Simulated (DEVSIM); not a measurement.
Structure: abrupt GaSb n-p junction, at 300 K.

```tsv
layer (left to right)	material	thickness (μm)	Nd (cm⁻³)	Na (cm⁻³)	τn (s)	τp (s)
1	GaSb	50.0	8e15	-	4.4e-8	4.4e-8
2	GaSb	73.0	-	2.2e18	4.4e-8	4.4e-8
```

Left contact: ohmic. Right contact: ohmic. Voltage is applied to the left contact. Recombination: SRH at mid-gap, radiative. Mobility is constant in doping.

Constants are typed, rounded textbook-type inputs, not results; the design itself was drawn at random and stands for no fabricated device. Values at 300 K.

```
parameter        GaSb
-------------  ------
gap (eV)        0.726
affinity (eV)    4.06
permittivity     15.7
Nc (cm⁻³)      2.1e17
Nv (cm⁻³)      1.8e19
μn (cm²/Vs)      5000
μp (cm²/Vs)       850
B (cm³/s)       1e-10
```

Model (solved in DEVSIM): 1D drift-diffusion, Boltzmann statistics, complete ionisation; no tunnelling, impact ionisation, image-force lowering or self-heating.

### Question
Tabulate band edges, carrier densities and field at -0.7 V on the left contact.

### Answer
Energies count from the Fermi level of the right contact; mesh points crowd at the junctions.

| x (μm) | Ec (eV) | Ev (eV) | n (cm⁻³) | p (cm⁻³) | field (V/cm) |
|---|---|---|---|---|---|
| 0.000 | 0.784 | 0.058 | 8.0e15 | 3.0e8 | -120 |
| 0.06103 | 0.784 | 0.058 | 8.1e15 | 9.4e13 | -120 |
| 0.2651 | 0.781 | 0.055 | 8.4e15 | 3.9e14 | -120 |
| 0.9995 | 0.774 | 0.048 | 9.3e15 | 1.3e15 | -96 |
| 5.207 | 0.743 | 0.017 | 1.3e16 | 4.5e15 | -61 |
| 18.49 | 0.681 | -0.045 | 2.0e16 | 1.2e16 | -37 |
| 39.82 | 0.621 | -0.105 | 5.3e16 | 4.5e16 | -21 |
| 48.11 | 0.605 | -0.121 | 8.5e16 | 7.7e16 | -18 |
| 49.48 | 0.602 | -0.124 | 9.3e16 | 8.5e16 | -18 |
| 49.87 | 0.602 | -0.124 | 9.5e16 | 8.7e16 | -18 |
| 49.98 | 0.610 | -0.116 | 7.0e16 | 1.2e17 | 7500 |
| 50.04 | 0.685 | -0.041 | 3.8e15 | 2.2e18 | ≈ 0 |
| 50.20 | 0.685 | -0.041 | 3.7e15 | 2.2e18 | ≈ 0 |
| 50.75 | 0.685 | -0.041 | 3.5e15 | 2.2e18 | ≈ 0 |
| 54.08 | 0.684 | -0.042 | 2.2e15 | 2.2e18 | ≈ 0 |
| 64.50 | 0.682 | -0.044 | 5.5e14 | 2.2e18 | ≈ 0 |
| 95.57 | 0.677 | -0.049 | 8.7e12 | 2.2e18 | ≈ 0 |
| 115.3 | 0.673 | -0.053 | 5.5e11 | 2.2e18 | ≈ 0 |
| 121.5 | 0.672 | -0.054 | 9.1e10 | 2.2e18 | ≈ 0 |
| 122.6 | 0.672 | -0.054 | 2.5e10 | 2.2e18 | ≈ 0 |
| 122.9 | 0.672 | -0.054 | 6.2e9 | 2.2e18 | ≈ 0 |
| 123.0 | 0.672 | -0.054 | 1100000 | 2.2e18 | ≈ 0 |
